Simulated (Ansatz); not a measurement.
Given:

```
Li3Sn
1.0
    0.00000     3.25416     3.25416
    3.25416     0.00000     3.25416
    3.25416     3.25416     0.00000
Li Sn
3 1
Direct
  0.25000   0.25000   0.25000
  0.75000   0.75000   0.75000
  0.50000   0.50000   0.50000
  0.00000   0.00000   0.00000
```

All values below come from PBEsol, DFPT electron-phonon coupling, linearised Boltzmann equation (plane waves, PAW, scalar-relativistic; Ansatz, a first-principles code). Cell: relaxed with this functional, without spin-orbit coupling.

Q: Predict the intrinsic resistivity at 300 K.

A: 13.9 μΩ·cm.

Q: How long is the mean free path there?

A: 9.6 nm, weighted by the current that each state carries. Wires not much wider than this gain resistivity from their walls.

A metal at this level (no band gap). Only scattering by harmonic phonons is included (no impurities, grain boundaries, electron-electron scattering or thermal expansion). Spin-orbit coupling is left out. Halving the electron mesh (24x24x24) moves the resistivity by up to 4 % at 300 K, the mean free path by up to 2 %. Smearing 0.20 eV; phonons on a 4x4x4 q mesh, which this run doesn't test.

Computed structure with no diffraction record at hand here (it may be known, metastable or hypothetical): Li3Sn (Fm-3m).
